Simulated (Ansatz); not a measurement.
ScPd (Pm-3m), PBEsol, DFPT electron-phonon coupling, linearised Boltzmann equation in Ansatz (an electronic-structure program): phonon-limited resistivity 11.9 μΩ·cm at 300 K, 15.9 μΩ·cm at 400 K, current-weighted mean free path 7.0 nm, Drude plasma energy 6.58 eV.

What temperature coefficient of resistance follows, and how does it compare with 1/T?

(ρ₄₀₀ − ρ₃₀₀)/(100 K × ρ₃₀₀) = 3.36×10⁻³ K⁻¹, against 1/T = 3.33×10⁻³ K⁻¹ for a resistivity proportional to T. Impurities would add a constant and lower it.

What Drude relaxation time do resistivity and plasma energy imply?

ω_p = 1.00e16 s⁻¹, so τ = 1/(ε₀ ω_p² ρ) = 9.50 fs, a damping ħ/τ of 69.3 meV.

Estimate the electronic thermal conductivity at 300 K by the Wiedemann-Franz law (L₀ = 2.44×10⁻⁸ W·Ω/K²).

L₀T/ρ = 2.44×10⁻⁸ × 300/(11.9×10⁻⁸) = 61.5 W/(m·K). Inelastic scattering puts the true Lorenz number somewhat under L₀ near and below the Debye temperature.

A metal at this level (no band gap). Only scattering by harmonic phonons is included (no impurities, grain boundaries, electron-electron scattering or thermal expansion). Spin-orbit coupling is left out. The squared frequency of the phonon mode least converged on the k mesh is uncertain by about 21 %. Halving the electron mesh (28x28x28) moves the resistivity by up to 1 % at 300 K, the mean free path by up to 5 %. Smearing 0.20 eV; phonons on a 4x4x4 q mesh, which this run doesn't test.

Formula and space group known from diffraction (Crystallography Open Database), not checked to be the room-temperature form: ScPd (Pm-3m).
